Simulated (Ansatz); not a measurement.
The reference is InAs in the zinc blende structure (space group F-43m, No. 216; a = 6.186 Å).

It is then changed as follows: cell and atoms relaxed at a pressure of 30 GPa.

Levels (all Ansatz, an electronic-structure program, PAW): PBE (420 eV, spin-orbit coupling left out); r2SCAN (500 eV, spin-orbit coupling left out); HSE06 (420 eV, no spin-orbit coupling); PBE+SOC (420 eV, noncollinear with spin-orbit coupling).

One geometry, relaxed with PBE, under each level:

Notes on the quantities. hole mass: degenerate bands, along [100].

The valence-band top lists the three highest levels at Γ (Kramers pairs under SOC), from the VBM.

```csv
level,band gap,lowest conduction level above the VBM at special points,valence-band top at Γ,electron mass,hole mass,pressure
PBE,0.98 eV,Γ 0.98 eV; X 1.07 eV; L 1.48 eV; K 1.90 eV,"0.00, 0.00, 0.00 eV",0.060 mₑ (at Γ),"0.060, 0.29, 0.29 mₑ (at Γ)",29.99 GPa
r2SCAN,1.37 eV,Γ 1.51 eV; X 1.37 eV; L 1.91 eV; K 2.23 eV,–,"1.4 mₑ along k, 0.22 mₑ across (at X)","0.083, 0.29, 0.29 mₑ (at Γ)",28.14 GPa
HSE06,…,…,–,–,–,–
PBE+SOC,0.86 eV,Γ 0.86 eV; X 0.95 eV; L 1.36 eV; K 1.78 eV,"0.00, 0.00, -0.38 eV",0.059 mₑ (at Γ),"0.072, 0.27 mₑ (at Γ)",29.89 GPa
```

### Question
Give the withheld HSE06 results.

### Answer

- HSE06, band gap: 1.64 eV
- HSE06, lowest conduction level above the VBM at special points: Γ 1.87 eV; X 1.64 eV; L 2.27 eV

Single points use the geometry relaxed with PBE. Their cutoffs differ, which shifts pressures a little. The spin-orbit shifts are approximate. Load acts through the strain it causes; cell and atoms are relaxed under it. Effective masses come from finite differences of ±0.01 Å⁻¹. Along k means along the line from Γ to the band edge. Stability against distortions was not tested. The runs without spin-orbit coupling are not spin-polarised. Measured, InAs leaves this structure (for rock salt) near 7 GPa (temperature not stated; as listed in Datta, Sujoy, Jana, Debnarayan, arXiv (2020)). The zero or small gap of InAs can change with the level of theory.
